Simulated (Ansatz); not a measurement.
Base system: Rh in the fcc (Cu type) structure (space group Fm-3m, No. 225; relaxed with 0.1 eV smearing).

```xyz
1
Lattice="0.0000 1.8776 1.8776 1.8776 0.0000 1.8776 1.8776 1.8776 0.0000" Properties=species:S:1:pos:R:3 pbc="T T T"
Rh     0.0000     0.0000     0.0000
```

Cartesian axes are those of the cell as printed.

Calculations: LDA (Ansatz, a first-principles code; PAW; 420 eV plane waves; without spin-orbit coupling).

Strains are applied to the cell and any free atomic positions relax; under biaxial strain the out-of-plane vector relaxes too.

One change was made to it. Results:

```csv
quantity,base,after
energy relative to the base (free energy F),0 meV/atom,+43 meV/atom
"pressure (mean of the normal stresses, compression positive)",0.0 GPa,12.1 GPa
```

Question: What was done to the base?
(A) biaxial strain −3.00 %, plane normal [001], relaxed out of plane
(B) biaxial strain −1.00 %, plane normal [001], relaxed out of plane
(C) biaxial strain −2.00 %, plane normal [001], relaxed out of plane

Answer: A, biaxial strain −3.00 %, plane normal [001], relaxed out of plane. For comparison, the energy relative to the base in the other runs: biaxial strain −1.00 %, plane normal [001], relaxed out of plane gives +4.4 meV/atom; biaxial strain −2.00 %, plane normal [001], relaxed out of plane gives +18 meV/atom.

Stability against distortions was not tested. All final runs are without spin polarisation.
